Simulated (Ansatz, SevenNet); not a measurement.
For Ti3Al (P6₃/mmc, No. 194), the machine-learned potential SevenNet-0 (trained on PBE and PBE+U data) gives:

- equilibrium lattice constant a = 5.716 Å
- c axis length = 4.697 Å
- Voigt–Reuss–Hill shear modulus = 19.3 GPa
- formation enthalpy = -0.328 eV/atom

**Question.** What does LDA in Ansatz (plane waves, PAW) give for the same quantities?

**Answer.** 
- lattice constant a: 5.619 Å (decreases by 1.7 %)
- lattice parameter c: 4.567 Å (falls by 2.8 %)
- Voigt–Reuss–Hill shear modulus: 60.7 GPa (goes up by 210 %)
- formation enthalpy: -0.293 eV/atom (moves by +0.035 eV/atom)

Changes are worked out from the printed values.

Unless a cell is named, each level is at its own relaxed cell (SevenNet-0 16.61, LDA 15.61 Å³/atom).

Ansatz's density-functional and Hartree–Fock values are scalar-relativistic unless marked +SOC, with PAW data made under PBE.

Ansatz is a program for electronic structure.
